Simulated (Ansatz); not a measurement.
**Si: energy against volume**

Si (diamond, Fd-3m, 19.706 Å³/atom and stress up to 0.01 GPa in the relaxed cell, cube axes along x, y and z) under an equal strain ε along all three axes. LDA in Ansatz, a plane-wave DFT program (PAW, default set), 420 eV, 11×11×11 Γ-centred mesh, Fermi-Dirac smearing 0.05 eV; ions are relaxed, or left where forces stay under 0.02 eV/Å, within the symmetry of each cell.

Here V stands for volume and E for E less E0.

| volume (Å³/atom) | E less E0 (meV/atom) | pressure (GPa) |
|---|---|---|
| 18.5471 | 22.77 | 6.64 |
| 18.8324 | 12.60 | 4.81 |
| 19.1206 | 5.50 | 3.09 |
| 19.4118 | 1.36 | 1.49 |
| 19.7059 | 0.00 | -0.01 |
| 20.0030 | 1.32 | -1.40 |
| 20.3030 | 5.18 | -2.71 |
| 20.6061 | 11.46 | -3.92 |
| 20.9121 | 20.05 | -5.05 |
| 21.5332 | ? | ? |

The 9 complete rows are fitted with the third-order Birch-Murnaghan form, a cubic in V^(-2/3), E against V. With u = V^(-2/3) - 0.137, the rows have u = 0.005719, 0.004274, 0.002851, 0.001449, 0.000068, -0.001293, -0.002633, -0.003954, -0.005255. Least squares gives E = 0.005 - 99.4·u + 710019·u² + 592576·u³. Residuals (row less fit): 0.000, 0.004, -0.007, 0.006, -0.002, 0.001, 0.002, -0.002, 0.001; standard error 0.005 (degrees of freedom: 5). Its minimum lies at u = 0.000070, so V0 = (0.137070)^(-3/2) = 19.71. There d²E/du² = 1420000 and d³E/du³ = 3555000, so B0 = (4/9) × 19.71^(-7/3) × 1420000 × 0.160218 = 96.4 GPa (the last factor turns the table's units into GPa), and B0' = 4 + (2/3) × 0.137070 × (3555000)/1420000 = 4.2. B0' rests on the cubic coefficient alone and has a standard error of 0.1 from these residuals.

Problem. Predict the withheld E at V = 21.5332 from the fit, and compare with the calculation.

Solution. u = -0.007800, so E = 0.005 - 99.4 × (-0.007800) + 710019 × (-0.007800)² + 592576 × (-0.007800)³ = 43.697 meV/atom. The calculation gives 43.64 meV/atom, 0.057 meV/atom below the prediction (0.1 % of the range of E in the table). The row lies outside the fitted rows, so this is an extrapolation. The scatter of the fitted rows lies at the last printed digit.

Other structures, which can take over under pressure, weren't tried. The same form fitted to the pressure column gives B0' = 4.2; series where the two differ by over 0.4 aren't shown. Rows are the converged runs of the series near zero and its far end, less any whose ions stayed unrelaxed beside relaxed ones; series whose fitted rows scatter by over a few per cent of the range, as at a crossing or softening among them, aren't shown in this form.
